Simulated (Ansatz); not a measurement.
An Ansatz (a quantum-chemistry and plane-wave program) input (DFT with PBE, PAW potentials and a 420 eV plane-wave cutoff in Ansatz, no spin-orbit coupling):

Ansatz 0.2 input:
```yaml
crystal:
  lattice:
    - [4.2361704061, 0, 0]
    - [0, 4.2361704061, 0]
    - [0, 0, 2.690425432]
  atoms:
    - { symbol: Si, position: [0, 0, 0] }
    - { symbol: Si, position: [0.5, 0.5, 0.5] }
    - { symbol: O, position: [0.3069853225, 0.3069853225, 0] }
    - { symbol: O, position: [0.8069853225, 0.1930146775, 0.5] }
    - { symbol: O, position: [0.1930146775, 0.8069853225, 0.5] }
    - { symbol: O, position: [0.6930146775, 0.6930146775, 0] }
basis: { ecutwfc: 420, ecutrho_ratio: 4, xc_grid: 2, fft_grid_basis: typed }
kpoints: { mp_grid: { grid: [11, 11, 17] } }
hamiltonian:
  xc: pbe
  dispersion: none
  pseudopotentials: { kind: paw }
total_charge: -0.2414
scf: { occupations: { method: fermi_dirac, width: 0.0259 }, convergence: { dr2_threshold: 0.0000000006 } }
relax: { f_tol: 0.005, max_steps: 30 }
output: { forces: true, stress: true }
checkpoint: { write: state.ck, write_every: 1000 }
```

### Question
Which symmetry and how many k-points will the program report, and about how many plane waves at Γ?

### Answer
Space group P42/mnm (ITA 136) with 16 operations, k-points 189 of 2057, and 961 plane waves at Γ.

Charged cell with a jellium background: band edges are those of the host's band count, energies are not comparable with the neutral cell, and many-body gap narrowing is missing. Whether these cells are dynamically stable was not tested. The cell was made from SiO₂ in the rutile structure (space group P4_2/mnm, No. 136) by this change: electrons 5.0×10^21 cm⁻³.
